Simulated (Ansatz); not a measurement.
Consider Si in the diamond structure (space group Fd-3m, No. 227; a = 5.444 Å). Axes: x, y, z lie along the cube axes.

Modification: tensor shear ε_xz = −0.80 % (engineering shear γ = -0.0160); the atoms relax in the strained cell.

Levels (all Ansatz, a program for electronic structure, PAW): r2SCAN (500 eV, no spin-orbit coupling); HSE06+SOC (420 eV, spin-orbit coupling included).

The geometry is relaxed with r2SCAN.

```
Item                                          Value
----------------------------  ---------------------
r2SCAN band gap                             0.69 eV
r2SCAN valence-band top at Γ  0.00, -0.08, -0.15 eV
```

Problem. Predict the band gap and valence-band top at Γ from HSE06+SOC.

Solution. The band gap rises by 0.366 eV (0.69 eV → 1.05 eV); the valence-band top at Γ (three highest Kramers pairs, from the VBM) becomes 0.00, -0.08, -0.16 eV (r2SCAN: 0.00, -0.08, -0.15 eV).

Single points use the geometry relaxed with r2SCAN. HSE06 was sampled on its mesh, a few special points and the semilocal edge points, so its gap is an upper bound. Differences between runs with and without spin-orbit coupling are approximate. Whether these cells are dynamically stable was not tested.
